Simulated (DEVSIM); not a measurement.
System: abrupt Ge p-n junction, at 300 K.

Layer 1 from the left is Ge, thickness (μm) 29.0, Na (cm⁻³) 2.1e15, τn (s) 4.2e-6, τp (s) 4.2e-6. Layer 2 from the left is Ge, thickness (μm) 170, Nd (cm⁻³) 5e17, τn (s) 4.2e-6, τp (s) 4.2e-6.

Left contact: ohmic. Right contact: ohmic. Voltage is applied to the left contact. Recombination: SRH at mid-gap, radiative, Auger. Mobility is μmin + (μ − μmin)/(1 + (N/Nref)^α).

This is a model device: material constants are rounded textbook-type values typed into the input, and sizes, dopings and lifetimes were drawn at random. Values at 300 K.

Ge: gap (eV) 0.664, affinity (eV) 4, permittivity 16, Nc (cm⁻³) 1.04e19, Nv (cm⁻³) 6e18, μn (cm²/Vs) 3900, μp (cm²/Vs) 1900, μn,min 150, μp,min 100, Nref,n 2.6e17, Nref,p 4e17, αn 0.56, αp 0.6, B (cm³/s) 6.4e-14, Cn (cm⁶/s) 1e-31, Cp (cm⁶/s) 1e-31.

Model (solved in DEVSIM): 1D drift-diffusion, Boltzmann statistics, complete ionisation; no tunnelling, impact ionisation, image-force lowering or self-heating.

Dark forward current:

| |V| (V) | |J| (A/cm²) |
|---|---|
| 0.05 | 0.006598 |
| 0.10 | 0.05197 |
| 0.15 | 0.3594 |
| 0.20 | 2.275 |
| 0.25 | 11.45 |
| 0.30 | 41.54 |
| 0.35 | 112.2 |
| 0.40 | 238.4 |
| 0.45 | 420.4 |
| 0.50 | 648.8 |
| 0.55 | 914.1 |
| 0.60 | 1211 |
| 0.65 | 1537 |
| 0.70 | 1892 |
| 0.75 | 2275 |

Question: Work out the local ideality factor n = ΔV / (kT/q · ln(J2/J1)) between the rows 0.15 and 0.20 V, 0.70 and 0.75 V.

Answer: kT/q = 25.85 mV. From 0.15 to 0.20 V: ln(2.275/0.3594) = 1.845, n = 1.05, near the 1 of diffusion or emission over a barrier. From 0.70 to 0.75 V: ln(2275/1892) = 0.184, n = 10.49.

Question: Estimate the current at 0.15 V from the Shockley equation with J0 = Σ q ni² D/(N L) coth(W/L), τ joining the SRH, radiative and Auger lifetimes that are on, and W taken as the whole layer.

Answer: ni² = 4.36e26 cm⁻⁶; electrons in the p layer: μ = 3660 cm²/Vs, D = 94.7 cm²/s, τ = 4.20e-6 s, L = 199 μm, W/L = 0.15, term 0.00109 A/cm²; holes in the n layer: μ = 940 cm²/Vs, D = 24.3 cm²/s, τ = 3.39e-6 s, L = 90.7 μm, W/L = 1.9, term 3.92e-7 A/cm². J0 = 0.00109 A/cm², and J = J0 exp(qV/kT) = 0.363 A/cm². The simulation gives 0.359 A/cm², the same within the digits that matter. The estimate leaves out recombination in the depletion region and that region's share of W.
